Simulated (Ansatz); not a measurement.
An Ansatz (an electronic-structure program) input (DFT with r2SCAN+rVV10, PAW potentials and a 500 eV plane-wave cutoff in Ansatz, spin-orbit coupling left out):

Ansatz 0.2 input:
```yaml
crystal:
  lattice:
    - [3.7839644462, 0, 0]
    - [1.8919822231, 3.2770093374, 0]
    - [0, 0, 38.1960964558]
  atoms:
    - { symbol: Te, position: [0.6666666667, 0.6666666667, 0.1963551435] }
    - { symbol: Ti, position: [0, 0, 0.240747807] }
    - { symbol: Te, position: [0.3333333333, 0.3333333333, 0.2851404704] }
    - { symbol: Te, position: [0.6666666667, 0.6666666667, 0.3691899388] }
    - { symbol: Ti, position: [0, 0, 0.4135826023] }
    - { symbol: Te, position: [0.3333333333, 0.3333333333, 0.4579752658] }
    - { symbol: Te, position: [0.6666666667, 0.6666666667, 0.5420247342] }
    - { symbol: Ti, position: [0, 0, 0.5864173977] }
    - { symbol: Te, position: [0.3333333333, 0.3333333333, 0.6308100612] }
    - { symbol: Te, position: [0.6666666667, 0.6666666667, 0.7148595296] }
    - { symbol: Ti, position: [0, 0, 0.759252193] }
    - { symbol: Te, position: [0.3333333333, 0.3333333333, 0.8036448565] }
basis: { ecutwfc: 500, ecutrho_ratio: 4, xc_grid: 4, fft_grid_basis: typed }
kpoints: { mp_grid: { grid: [14, 14, 1] } }
hamiltonian:
  xc: r2scan
  dispersion: rvv10
  pseudopotentials: { kind: paw }
scf: { occupations: { method: fermi_dirac, width: 0.05 } }
relax: { f_tol: 0.01, max_steps: 60, cell: { stress_tol: 0.02, fix: [c, alpha, beta] } }
output: { forces: true, stress: true }
checkpoint: { write: state.ck, write_every: 1000 }
```

**Question.** Which symmetry and how many k-points will the program report, and about how many plane waves at Γ?

**Answer.** Space group P-3m1 (ITA 164) with 12 operations, k-points 24 of 196, and 11875 plane waves at Γ.

Whether these cells are dynamically stable was not tested. All final runs are without spin polarisation. The cell was made from TiTe2 in the CdI2 type structure (space group P-3m1, No. 164; layered, stacked along the Cartesian z axis) by this change: a free-standing slab of 4 layers (12 atoms, 3 a layer) is cut normal to the stacking axis, with 15 Å of vacuum and the in-plane cell relaxed.
